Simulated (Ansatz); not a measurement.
The starting structures come from a database of crystals and need not be the phases stable at ambient conditions.

Crystal: Ca₅P₃H (P6_3/mcm, not sure to be the ambient phase, 18 atoms a cell, 20.5 Å³ an atom); planes in its conventional cell.

These are PBEsol (plane waves, PAW; Ansatz, a program for electronic structure) values and carry that method's errors.

No gap correction and no spin-orbit coupling; mid-gap values are interpolated between computed energies.

```tsv
plane	area of the cell (Å²)	mid-gap κ (1/Å)	largest κ in the gap (1/Å)
(001)	57.8	0.09	0.09
(100)	52.1	?	?
```

### Question
The slowest decay depends on the direction. Supply the withheld values.

### Answer

- (100), mid-gap κ (1/Å): 0.12
- (100), largest κ in the gap (1/Å): 0.13
